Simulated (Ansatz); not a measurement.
Results of PBEsol (PAW; Ansatz, a quantum-chemistry and plane-wave program) for CsCl-type CoAl.

Settings: plane-wave cutoff 560 eV, 16×16×16 k mesh, Fermi–Dirac smearing 0.1 eV, perturbation theory, no spin polarisation, scalar-relativistic PAW data made under PBE.

The cell has the measured lattice: a = b = c = 2.861 Å, α = β = γ = 90.00°.

**Question.** Give the computed TO(Γ) frequency.

**Answer.** 
* **TO(Γ) frequency**: 316 cm⁻¹

Note: the cell isn't this level's own, so it is under some stress, which shifts stiffness and frequencies.
